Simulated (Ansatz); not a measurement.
**Ni in the fcc (Cu type) structure (space group Fm-3m, No. 225; ferromagnetic)**

```xyz
1
Lattice="0.0000 1.7391 1.7391 1.7391 0.0000 1.7391 1.7391 1.7391 0.0000" Properties=species:S:1:pos:R:3 pbc="T T T"
Ni     0.0000     0.0000     0.0000
```

Method: r2SCAN (Ansatz, an electronic-structure program; PAW; 500 eV plane waves; scalar-relativistic without spin-orbit coupling). Γ-centred 23×23×23 mesh, Fermi–Dirac width 0.05 eV.

| Item | Result |
|---|---|
| Volume per atom | 10.52 Å³ |
| Density | 9.27 g/cm³ |
| Band gap | zero |
| Magnetic state | ferromagnetic |
| Total energy | -5845.291 eV/atom (σ→0; compares only within this code and set-up) |

Other magnetic orders, which the real material may have, were not ruled out. No phonon test of stability was made.
